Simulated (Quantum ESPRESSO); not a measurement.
## Short convergence ladders for MnIr (P4mm, 2 atoms in the cell)

```yaml
crystal:
  lattice:
    - [2.65496, 0.00000, 0.00000]
    - [0.00000, 2.65496, 0.00000]
    - [0.00000, 0.00000, 3.65346]
  atoms:
    - { symbol: Mn, position: [0.50000, 0.50000, 0.51369], spin: 4.0 }
    - { symbol: Ir, position: [0.00000, 0.00000, 0.00000] }
```
(The spins are starting values, not results.)

Base method: PBEsol, GBRV 1.5 ultrasoft (PBESOL) pseudopotentials (plane waves; Quantum ESPRESSO 7.5).

Base settings: ecutwfc = 50 Ry; ecutrho = 400 Ry; occupations = smearing; smearing = fermi-dirac; degauss = 0.0073499 Ry; nspin = 2; potentials = {Mn: mn_pbesol_v1.5.uspp.F.UPF, Ir: ir_pbesol_v1.2.uspp.F.UPF}; K_POINTS = automatic 4 4 3 0 0 0; conv_thr = 1e-10 Ry; mixing_beta = 0.3.

The count of work is k-points × plane waves × bands × iterations; it is no time. 

**The plane-wave cutoff**

Moved along: ecutrho.

The second cell is the first with its lattice scaled by 0.98.

The mesh stays at the base's, so the ladder's end is converged at best in this setting alone.

Only quantities that move along the ladder and can be compared are tabulated.

The magnetic state is not the same in all runs (site moments differ, or a search went on to a lower state), so steps between rows are not convergence errors alone.

| ecutwfc | free energy less the last step's (meV/atom) | energy of the compressed cell less the first (meV/atom) | pressure (GPa) | largest difference of a force vector from the last step's (eV/Å) | net moment (μB/atom) | count of work / last |
|---|---|---|---|---|---|---|
| 17.5 Ry | 20829.37 | 307.56 | -1040.88 | 0.130 | 0.000 | 0.12 |
| 22 Ry | 4002.33 | 102.44 | -274.04 | 0.251 | 0.880 | 0.076 |
| 28 Ry | 458.54 | 19.12 | -45.13 | 0.006 | 0.895 | 0.11 |
| 50 Ry | 33.29 | 10.35 | -7.34 | 0.001 | 0.890 | 0.27 |
| 120 Ry | 0.00 | 10.21 | -7.53 | 0.000 | 0.890 | 1.0 |

Coarsest ecutwfc that holds the free energy within 5 meV/atom: not settled: the last two steps still differ by 33 meV/atom, over half the tolerance, so the ladder does not show it.

Coarsest ecutwfc that holds the forces within 0.005 eV/Å of the last step, with all finer ones: 50 Ry, at 0.27 of the last step's count of work; the step before is off by 0.006 eV/Å.

Coarsest ecutwfc that holds the pressure within 1 GPa of the last step, with all finer ones: 50 Ry, at 0.27 of the last step's count of work; the step before is off by 38 GPa.

At the lowest cutoff the pressure lies 1030 GPa under the last step's, the usual sign of Pulay stress in an incomplete plane-wave basis.

**The cutoff for other potential files**

Level: DFT, PBEsol, plane waves, PseudoDojo standard norm-conserving (PBESOL) pseudopotentials.

In this ladder: ecutrho = default; pseudopotentials = {Mn: Mn.upf, Ir: Ir.upf}.

The second cell is the first with its lattice scaled by 0.98.

The mesh stays at the base's, so the ladder's end is converged at best in this setting alone.

Only quantities that move along the ladder and can be compared are tabulated.

```csv
ecutwfc,free energy less the last step's (meV/atom),energy of the compressed cell less the first (meV/atom),pressure (GPa),net moment (μB/atom),count of work / last
45 Ry,6713.61,10.86,-300.21,0.865,0.10
70 Ry,172.27,8.25,-26.68,0.890,0.21
100 Ry,0.73,8.44,-7.31,0.890,0.36
200 Ry,0.00,8.43,-7.30,0.890,1.0
```

Coarsest ecutwfc that holds the energy of the compressed cell less the first within 2 meV/atom of the last step, with all finer ones: 70 Ry, at 0.21 of the last step's count of work; the step before is off by 2.4 meV/atom.

Coarsest ecutwfc that holds the net moment within 0.01 μB/atom of the last step, with all finer ones: 70 Ry, at 0.21 of the last step's count of work; the step before is off by 0.025 μB/atom.

Coarsest ecutwfc that holds the free energy within 5 meV/atom of the last step, with all finer ones: 100 Ry, at 0.36 of the last step's count of work; the step before is off by 170 meV/atom.

The energy difference between the two cells stays within 1 meV/atom of the last step's from 70 Ry on, the total only from 100 Ry on: much of the error is common to both cells and cancels.

At the lowest cutoff the pressure lies 293 GPa under the last step's, the usual sign of Pulay stress in an incomplete plane-wave basis.

**The density cutoff**

The second cell is the first with its lattice scaled by 0.98.

The mesh stays at the base's, so the ladder's end is converged at best in this setting alone.

Only quantities that move along the ladder and can be compared are tabulated.

| ecutrho | free energy less the last step's (meV/atom) | energy of the compressed cell less the first (meV/atom) | pressure (GPa) | largest difference of a force vector from the last step's (eV/Å) | net moment (μB/atom) |
|---|---|---|---|---|---|
| 100 Ry | 14.71 | 9.12 | -8.75 | 0.013 | 0.875 |
| 200 Ry | 0.15 | 10.35 | -7.31 | 0.000 | 0.890 |
| 400 Ry | -0.01 | 10.35 | -7.34 | 0.000 | 0.890 |
| 800 Ry | 0.00 | 10.34 | -7.32 | 0.000 | 0.890 |

Coarsest ecutrho that holds the pressure within 0.05 GPa of the last step, with all finer ones: 200 Ry; the step before is off by 1.4 GPa.

Coarsest ecutrho that holds the energy of the compressed cell less the first within 0.2 meV/atom of the last step, with all finer ones: 200 Ry; the step before is off by 1.2 meV/atom.

Coarsest ecutrho that holds the free energy within 2 meV/atom of the last step, with all finer ones: 200 Ry; the step before is off by 15 meV/atom.

On the base run: the starting cell comes from a database of computed structures (which also holds hypothetical and non-ambient phases and stackings), without a prior relaxation at this level. Its lattice was rescaled by up to half a per cent. One atom was moved a little off its site on purpose. With one magnetic atom in the cell only a parallel order is possible. In the base run, with a pressure of about -7 GPa the cell is away from its equilibrium volume at this level. Without a gap this mesh is coarse (it stands for a supercell whose shortest vector is 11 Å).
